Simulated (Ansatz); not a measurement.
## Effect of biaxial strain −0.83 %, plane normal [111], relaxed out of plane on InSb

Base system: InSb in the zinc blende structure (space group F-43m, No. 216; a = 6.519 Å). Axes: x, y, z lie along the cube axes.

Perturbation: biaxial strain −0.83 %, plane normal [111], relaxed out of plane (Cartesian); in-plane vectors clamped, the third vector and the atoms free.

Calculations: DFT with PBEsol, PAW potentials and a 420 eV plane-wave cutoff in Ansatz (a quantum-chemistry and plane-wave program), no spin-orbit coupling. k-mesh 12×12×12 (Γ-centred); smearing 0.05 eV (Fermi–Dirac).

```tsv
quantity	base	changed	shift
volume per atom	34.63 Å³	34.23 Å³	-0.40 Å³
space group	F-43m (No. 216)	R3m (No. 160)	–
shortest interatomic distance	282.3 pm	280.9 pm	-1.34 pm
energy relative to the base (free energy F)	0 meV/atom	+1.3 meV/atom	+1.3 meV/atom
pressure (mean of the normal stresses, compression positive)	0.0 GPa	0.5 GPa	+0.5 GPa
band gap	zero	zero	–
out-of-plane strain (rough)	–	+0.52 %	–
```

Final structure (turned so that z lies along the plane normal):

```
InSb
1.0
    4.57129     0.00000     0.00000
    2.28564     3.95885     0.00000
    2.28564    -1.31962     3.78307
In Sb
1 1
Direct
  0.99851   0.00074   0.00223
  0.50149   0.24926   0.74777
```

Without a gap, meshes like the base's 12×12×12 leave anisotropic stresses uncertain by several tenths of a GPa, and small strain energies with them. With Sb present, leaving out spin-orbit coupling can change the band edges. Whether these cells are dynamically stable was not tested. The final runs are not spin-polarised. A zero or small gap of InSb can be the functional's error rather than a property of the material.
